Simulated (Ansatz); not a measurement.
# How far PBE-D3(BJ) and PBEsol-D3(BJ) part for hypothetical P6_3/mmc SiS2, pressure 4.2 GPa

Consider SiS$_{2}$ in the 2H-MoS2 type structure (space group P6_3/mmc, No. 194; a = 3.2097 Å, c = 11.7677 Å; a hypothetical phase, not in the database extracts checked; layered, stacked along the Cartesian z axis).

(Cell as relaxed with PBE-D3(BJ).)

Levels (all Ansatz, a first-principles code, PAW, earlier PAW set): PBE-D3(BJ) (420 eV, spin-orbit coupling left out); PBEsol-D3(BJ) (420 eV, no spin-orbit coupling).

Each level relaxes its own structure.

```tsv
base	PBE-D3(BJ)	PBEsol-D3(BJ)
volume per atom	17.50 Å³	16.51 Å³
lattice parameter a	3.210 Å	3.179 Å
band gap	zero	zero
```

Perturbation: cell and atoms relaxed at a pressure of 4.2 GPa.

| quantity | PBE-D3(BJ) | PBEsol-D3(BJ) |
|---|---|---|
| c/a ratio | 3.516 | … |
| lattice parameter a | 3.169 Å | … |

Task: Predict the PBEsol-D3(BJ) column.

Result: 
- c/a ratio, PBEsol-D3(BJ): 3.383
- lattice parameter a, PBEsol-D3(BJ): 3.157 Å

PBE-D3(BJ)'s c/a ratio lies 0.133 above PBEsol-D3(BJ)'s; PBE-D3(BJ)'s lattice parameter a lies 0.012 Å above PBEsol-D3(BJ)'s (0.4 %). Neither level is exact; PBEsol-D3(BJ) is the comparison here, not a measurement.

Load acts through the strain it causes; cell and atoms are relaxed under it. Whether these cells are dynamically stable was not tested. All final runs are without spin polarisation. A zero or small gap of SiS2 can be the functional's error rather than a property of the material.
